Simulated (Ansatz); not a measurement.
Input and output of a self-consistent single point for a (001) slab of Mo2Rh (cut from a parent of space group no. 69; 6 atoms in the cell) (Ansatz, an electronic-structure program).

Level of theory: PBEsol, default PAW files made with PBE (plane waves; Ansatz).

```
CELL_PARAMETERS angstrom
      2.71443     0.00000     0.00000
     -2.85316     2.71089     0.00000
      0.00000     0.00000    24.13751
ATOMIC_POSITIONS crystal
  Mo 0.00000 0.00000 0.29001
  Mo 0.00000 0.50000 0.71000
  Mo 0.00000 0.50000 0.54646
  Mo 0.00000 0.00000 0.45354
  Rh 0.00000 0.00000 0.62823
  Rh 0.00000 0.50000 0.37177
```

Reference input (self-consistent single point, DFT, PBEsol, plane waves, default PAW files made with PBE): basis.ecutwfc = 420 eV; kpoints.mp_grid.grid = 8 8 1; hamiltonian.xc = pbesol; hamiltonian.pseudopotentials = {kind: paw} (the program's default PAW files); scf.occupations.method = gaussian; scf.occupations.width = 0.1 eV. This run's input differs from it in these lines:

Ansatz 0.2 input:
```diff
@@ -16,3 +16,3 @@
   mp_grid:
-    grid: [8, 8, 1]
+    grid: [7, 7, 1]
 hamiltonian:
```

Log, with long lists cut:

```
SCF iter   1: F=—  HF=-32264.522914 eV  |F-HF|=—  |Δ(HF+E_count)|=         —  Δρ=1.24e-2  dr2=1.64e0  ethr=1.77e-3  ⟨swp⟩=7.8  Hψ=3899  notcnv=0
all-band conjugate gradients solve this SCF's bands
preconditioner: auto → LDOS
SCF iter   2: F=—  HF=-32264.530248 eV  |F-HF|=—  |Δ(HF+E_count)|=   7.33e-3  Δρ=1.39e-2  dr2=1.73e0  ethr=1.77e-3  ⟨swp⟩=2.3  Hψ=1327  notcnv=0  defer=34
   [... lines left out ...]
SCF iter   6: F=—  HF=-32264.422661 eV  |F-HF|=—  |Δ(HF+E_count)|=   1.18e-5  Δρ=1.16e-4  dr2=3.34e-5  ethr=2.08e-7  ⟨swp⟩=3.2  Hψ=1781  notcnv=0  defer=34
SCF iter   7: F=—  HF=-32264.422689 eV  |F-HF|=—  |Δ(HF+E_count)|=   2.75e-5  Δρ=4.40e-5  dr2=6.77e-6  ethr=3.71e-8  ⟨swp⟩=2.2  Hψ=1286  notcnv=0  defer=34
SCF iter   8: F=—  HF=-32264.422690 eV  |F-HF|=—  |Δ(HF+E_count)|=   9.20e-7  Δρ=1.77e-5  dr2=1.66e-6  ethr=7.53e-9  ⟨swp⟩=2.1  Hψ=1159  notcnv=0  defer=34
SCF iter   9: F=-32264.422690 eV  HF=-32264.422690 eV  |F-HF|=3.91e-8  |Δ(HF+E_count)|=   1.24e-7  Δρ=5.74e-6  dr2=7.13e-8  ethr=1.11e-10  ⟨swp⟩=10.2  Hψ=4697  notcnv=0
SCF 1 converged in 9 iterations: F = -32264.422690 eV  dr2 = 7.13e-8
Free energy (F): -32264.422690 eV
Internal energy: -32264.405824 eV  (E = F + TS)
E sigma→0 (E₀):  -32264.414257 eV
Entropy (-TS):   -0.016866 eV (-2.811 meV/atom)
Fermi energy:    8.409511 eV
--- Forces (eV/Å), atoms counted from 1 ---
  atom   1  Mo     0.00000000    -0.00000000     0.28111170
  atom   2  Mo     0.00000000     0.00000000    -0.28111170
  atom   3  Mo     0.00000000     0.00000000     0.36528821
  atom   4  Mo     0.00000000     0.00000000    -0.36528821
  atom   5  Rh     0.00000000     0.00000000    -0.27142237
  atom   6  Rh     0.00000000     0.00000000     0.27142237
--- Stress (GPa, compression-positive) ---
       -9.168309       0.865904       0.000000
        0.865904      -9.079687       0.000000
        0.000000       0.000000      -3.347054
  P = ⅓ Tr σ = -7.1983 GPa (-71.983 kbar)
  The stress holds the Pulay correction. Without it, at fixed plane waves, as pw.x and ABINIT print it: P = -7.2223 GPa
```

The run converged in 9 iterations. Against the reference run the free energy drops by 38.3 meV/atom and the largest force goes from 0.468 to 0.365 eV/Å.

The starting cell comes from a database of computed structures (which also holds hypothetical and non-ambient phases and stackings), without a prior relaxation at this level. The slab is cut from that crystal, and its faces are unrelaxed. Its lattice was rescaled by up to half a per cent. Spin polarisation is off.
